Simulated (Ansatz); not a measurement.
We consider ZnS (model structure, started from the NiAs type, P6₃/mmc, No. 194, 4 atoms in the cell), described by dielectric-dependent PBEsol hybrid (Ansatz, a program for electronic structure, PAW).

Run with plane-wave cutoff 460 eV, 9×9×4 k mesh (along the axes of the cell as run), Fermi–Dirac smearing 0.01 eV, scalar-relativistic PAW data made under PBE.

Cell (relaxed with PBEsol):

```cif
data_S2Zn2
_chemical_formula_sum 'Zn2 S2'
_space_group_name_H-M_alt 'P63/mmc'
_space_group_IT_number 194
_space_group_name_Hall '-P 6c 2c'
_cell_length_a 3.56484
_cell_length_b 3.56484
_cell_length_c 5.81629
_cell_angle_alpha 90.000
_cell_angle_beta 90.000
_cell_angle_gamma 120.000
loop_
_atom_site_label
_atom_site_type_symbol
_atom_site_symmetry_multiplicity
_atom_site_Wyckoff_symbol
_atom_site_fract_x
_atom_site_fract_y
_atom_site_fract_z
_atom_site_occupancy
Zn1 Zn 2 a 0.00000 0.00000 0.00000 1
S1 S 2 c 0.33333 0.66667 0.25000 1
```

Give the computed band gap and smallest direct gap on the k points sampled.


- band gap: 0.90 eV (indirect)
- smallest direct gap on the k points sampled: 2.44 eV

Note: the relaxation could raise the start's symmetry but not lower it, so the cell can be a saddle point.

Computed values are for the static lattice.

It cost about 5 core-minutes (a rough figure) of CPU time.

A model structure was made by putting elements into a prototype or built by hand; it is no filed structure, need not be a known phase, and can be a saddle point held by its symmetry.
